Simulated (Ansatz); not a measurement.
# The (10-12) surface of hcp Lu in its 1x1 cell, outermost plane spacing 1.35 Å in the ideal cut (one of several cuts of this face)

Method: PBE (plane waves to 420 eV, PAW; Ansatz, an electronic-structure program).

Set-up: 12 atoms, 11.5 Å thick at the start; mesh 11x5x1; 0.1 eV smearing; dipole correction on; all atoms relaxed; start symmetry kept, larger cells not searched; no spin, no spin-orbit, no U.

```
Quantity                                                   Result
-----------------------------------  ----------------------------
surface energy (mean of both faces)                     75 meV/Å²
surface energy before relaxation                        1.24 J/m²
work function of the top face                             3.15 eV
energy released by relaxation                             0.12 eV
cost                                 very roughly 18 core-minutes
```
